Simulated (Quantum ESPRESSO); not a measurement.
Density of states of Pt (Fm-3m, 1 atom in the cell).

```yaml
crystal:
  lattice:
    - [0.00000, 1.92978, 1.92978]
    - [1.92978, 0.00000, 1.92978]
    - [1.92978, 1.92978, 0.00000]
  atoms:
    - { symbol: Pt, position: [0.00000, 0.00000, 0.00000] }
```

Computed with PBE, SSSP 1.1.2 efficiency (PBE) pseudopotentials (plane waves; Quantum ESPRESSO 7.5).

SCF settings: ecutwfc = 40 Ry; ecutrho = 320 Ry; occupations = smearing; smearing = methfessel-paxton; degauss = 0.0147 Ry; potentials = {Pt: pt_pbe_v1.4.uspp.F.UPF}; K_POINTS = automatic 10 10 10 0 0 0; conv_thr = 1e-10 Ry. Keys of the DOS step: nscf.calculation = nscf; nscf.verbosity = high; nscf.occupations = tetrahedra_opt; nscf.nbnd = 14; nscf.startingwfc = random; nscf.diago_thr_init = 1e-06; nscf.diagonalization = cg; dos.x.fildos = dos.dat; dos.x.Emin = -15 eV; dos.x.Emax = 30 eV; dos.x.DeltaE = 0.1 eV.

The starting cell comes from a database of computed structures (which also holds hypothetical and non-ambient phases and stackings), without a prior relaxation at this level. Its lattice was rescaled by a random factor within 2.5 % of one. Spin-orbit coupling is off. Spin polarisation is off.

Total DOS (both spins), as means of the tabulated values in each energy bin; the zero is the program's Fermi level or highest filled level, and the curve is cut to this window:

```
E (eV) | states/eV/cell
    -7.80 | ##### 0.44
    -7.40 | ########## 0.84
    -7.00 | ############### 1.24
    -6.60 | ################ 1.30
    -6.20 | ############### 1.28
    -5.80 | ########## 0.79
    -5.40 | ############## 1.19
    -5.00 | ############# 1.09
    -4.60 | ################# 1.42
    -4.20 | #################### 1.67
    -3.80 | ############################## 2.51
    -3.40 | ############# 1.05
    -3.00 | ################# 1.41
    -2.60 | ############# 1.09
    -2.20 | ################# 1.43
    -1.80 | ############## 1.20
    -1.40 | ############ 0.99
    -1.00 | ############ 0.98
    -0.60 | ############## 1.14
    -0.20 | ###################### 1.84
     0.20 | ############# 1.09
     0.60 | ##### 0.39
     1.00 | ### 0.26
     1.40 | ### 0.26
     1.80 | ### 0.25
     2.20 | ### 0.25
     2.60 | ### 0.26
```

Around zero the curve holds about 1.7 states/eV/cell.
